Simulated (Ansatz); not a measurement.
Data:

```
CELL_PARAMETERS angstrom
      0.00000     3.14456     3.16028
      3.14456     0.00000     3.16028
      3.14456     3.14456     0.00000
ATOMIC_POSITIONS crystal
  Sn 0.00000 0.00000 0.00000
  Te 0.50000 0.50000 0.50000
```

No spin polarisation.

Method: PBEsol/PAW in Ansatz (a first-principles code), spin-orbit coupling left out. Γ-centred 13×13×13 mesh, Fermi–Dirac width 0.05 eV.

Q: Predict the stress and space group.

A: 
- Stress (xx, yy, zz, yz, xz, xy; compression positive): (-0.02, -0.02, -0.67, 0.00, 0.00, 0.00) GPa
- Space group: I4/mmm (No. 139)

The cells carry an imposed strain or load. Stability against distortions was not tested. The cell was made from SnTe in the rock salt structure (space group Fm-3m, No. 225) by this change: uniaxial strain ε_zz = +0.50 %.
